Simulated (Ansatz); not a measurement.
Defect migration in zinc-blende BAs: B vacancy, charge state -3. The step: a nearby B atom hops onto the vacant site; the atom moves 3.40 Å along (0.00, 0.50, -0.50) of the unit cell; the moving atom starts with neighbours As at 2.06, As at 2.08, 2 As at 2.10 Å and ends with As at 2.06, As at 2.08, 2 As at 2.10 Å. DFT values are from Ansatz (plane-wave PAW, 420 eV unless said) in a cell of 64 host sites, spin-restricted, static, with no finite-size correction. The charge state is imposed; whether it is stable for some Fermi level was not computed. Forms of the defect that were not tried may lie lower. For the PBE band: the saddle point's order was not checked.

```tsv
Level	Forward barrier (eV)	Cost of the band or of the saddle's single point
CHGNet universal potential (has no charge state), its own band	1.70	-
PBE, one k-point at (0.250, 0.250, 0.250), band relaxed	3.17	very roughly 18 core-minutes
PBE, a 2×2×2 k-point mesh shifted by half a step, same geometries	3.09	around 4 core-minutes (rough)
r2SCAN at 500 eV, one k-point at (0.250, 0.250, 0.250), same geometries	(withheld)	about 120 core-seconds (a rough figure)
```

Fill in the missing entries.


- r2SCAN at 500 eV, one k-point at (0.250, 0.250, 0.250), same geometries, Forward barrier (eV): 3.41

Ansatz is a program for electronic structure.
